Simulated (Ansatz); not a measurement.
Defect migration in rutile SnO2: interstitial O, neutral cell. Level of theory: PBE, PAW (plane waves to 420 eV; Ansatz, an electronic-structure program).

Cell of 72 host sites held at the relaxed PBE lattice; one k-point at (0.250, 0.250, 0.250); Fermi-Dirac width 0.01 eV, spin-restricted; finite-size errors left in. Energies are static. The charge state is imposed; whether it is stable for some Fermi level was not computed. Sites that were not tried may lie lower.

Barriers: single points on a 2×2×2 k-point mesh shifted by half a step at the bands' geometries.

Relaxed starting cell (atoms counted from 1):

```
CELL_PARAMETERS angstrom
      9.65485     0.00000     0.00000
      0.00000     9.65485     0.00000
      0.00000     0.00000     9.71526
ATOMIC_POSITIONS crystal
  Sn 0.01196 0.99291 0.99097
  Sn 0.00790 0.98907 0.34229
  Sn 0.99951 0.00142 0.66664
  Sn 0.00026 0.50053 0.99922
  Sn 0.00174 0.49892 0.33288
  Sn 0.00262 0.49730 0.66664
  Sn 0.50208 0.99926 0.00040
  Sn 0.50060 0.00079 0.33410
  Sn 0.50369 0.99836 0.66665
  Sn 0.50149 0.50195 0.99929
  Sn 0.49901 0.49946 0.33401
  Sn 0.50320 0.49774 0.66665
  Sn 0.25029 0.24789 0.16415
  Sn 0.25062 0.24742 0.49861
  Sn 0.25608 0.25072 0.83119
  Sn 0.25169 0.74937 0.16669
  Sn 0.25433 0.74699 0.50106
  Sn 0.25405 0.74669 0.83222
  Sn 0.74362 0.25759 0.16662
  Sn 0.75135 0.24853 0.49940
  Sn 0.75245 0.24955 0.83390
  Sn 0.75307 0.75075 0.16912
  Sn 0.75018 0.74490 0.50209
  Sn 0.75349 0.75036 0.83470
  O  0.16851 0.14538 0.99319
  O  0.15316 0.14956 0.33175
  O  0.15548 0.15288 0.66651
  O  0.15371 0.65477 0.99959
  O  0.15410 0.65378 0.33387
  O  0.15779 0.64876 0.66630
  O  0.65665 0.15270 0.00192
  O  0.63892 0.16661 0.33619
  O  0.65568 0.15269 0.66686
  O  0.65578 0.65485 0.00111
  O  0.65258 0.65202 0.33354
  O  0.65404 0.65257 0.66935
  O  0.09912 0.40339 0.16471
  O  0.09821 0.40083 0.49859
  O  0.09745 0.40058 0.83435
  O  0.09695 0.90418 0.16667
  O  0.10230 0.90004 0.50674
  O  0.10114 0.89880 0.82651
  O  0.59390 0.40706 0.16664
  O  0.60030 0.40532 0.50008
  O  0.59571 0.40071 0.83323
  O  0.59757 0.90186 0.16853
  O  0.60057 0.90366 0.49899
  O  0.60018 0.90287 0.83471
  O  0.40459 0.09547 0.16620
  O  0.40204 0.09320 0.50160
  O  0.40965 0.09715 0.83197
  O  0.40344 0.59730 0.16664
  O  0.40538 0.59509 0.50063
  O  0.40579 0.59550 0.83268
  O  0.85421 0.05976 0.21365
  O  0.90509 0.09446 0.50152
  O  0.90646 0.09573 0.83179
  O  0.90548 0.59638 0.16707
  O  0.90387 0.59133 0.50132
  O  0.90785 0.59900 0.83172
  O  0.34893 0.34834 0.99969
  O  0.34619 0.34508 0.33222
  O  0.34844 0.34684 0.66397
  O  0.34729 0.84680 0.99940
  O  0.34646 0.84718 0.33376
  O  0.35234 0.84311 0.66700
  O  0.83450 0.36219 0.99704
  O  0.84835 0.34453 0.33140
  O  0.84835 0.34530 0.66648
  O  0.85147 0.84767 0.00150
  O  0.85551 0.83249 0.34009
  O  0.84817 0.84537 0.66682
  O  0.94125 0.14681 0.11927
```

End state 1 differs by these moves (Å; atoms that move under 0.08 Å are left out):

```tsv
atom	element	Δx	Δy	Δz
1	Sn	-0.19	0.12	0.00
2	Sn	-0.12	0.19	0.00
16	Sn	0.08	-0.08	0.00
19	Sn	0.08	-0.08	0.00
25	O	-0.16	0.05	0.08
26	O	-0.05	0.16	0.08
28	O	0.15	-0.18	-0.02
32	O	0.18	-0.15	-0.02
40	O	-0.33	-0.51	-0.46
43	O	0.06	-0.06	0.00
52	O	0.06	-0.06	0.00
55	O	0.51	0.33	-0.46
65	O	0.18	-0.15	0.02
67	O	0.15	-0.18	0.02
70	O	-0.16	0.05	-0.08
71	O	-0.05	0.16	-0.08
73	O	2.01	-2.01	0.92
```

Question: Estimate the forward and backward barriers to end state 1 that PBE, PAW returns for this input.

Answer: forward 3.44 eV, backward 3.44 eV; at the saddle point atom 73 has neighbours 2 O at 2.04, 2 O at 2.18; 2 Sn at 2.00, Sn at 2.30 Å. The saddle point's order was not checked, and it lies on a symmetry element of the cell, where a band can be held.

End state 2 differs by these moves (Å; atoms that move under 0.08 Å are left out):

| atom | element | Δx | Δy | Δz |
|---|---|---|---|---|
| 25 | O | -0.15 | 0.04 | 0.08 |
| 26 | O | 0.14 | -0.04 | 0.08 |
| 31 | O | -0.17 | 0.14 | -0.05 |
| 32 | O | 0.17 | -0.13 | -0.05 |
| 50 | O | 0.07 | 0.04 | 0.00 |
| 51 | O | -0.07 | -0.04 | 0.00 |
| 55 | O | 0.00 | 0.00 | -0.92 |
| 59 | O | 0.04 | 0.07 | 0.00 |
| 60 | O | -0.04 | -0.07 | 0.00 |
| 67 | O | 0.13 | -0.17 | 0.05 |
| 68 | O | -0.14 | 0.17 | 0.05 |
| 70 | O | 0.04 | -0.15 | -0.08 |
| 71 | O | -0.04 | 0.15 | -0.08 |
| 73 | O | -0.01 | 0.00 | 0.92 |

Question: What is the computed forward and backward barriers to end state 2 (PBE, PAW)?

Answer: forward 0.30 eV, backward 0.30 eV; at the saddle point atom 73 has neighbours O at 1.49; 2 Sn at 2.11 Å. The saddle point's order was not checked, and it lies on a symmetry element of the cell, where a band can be held.
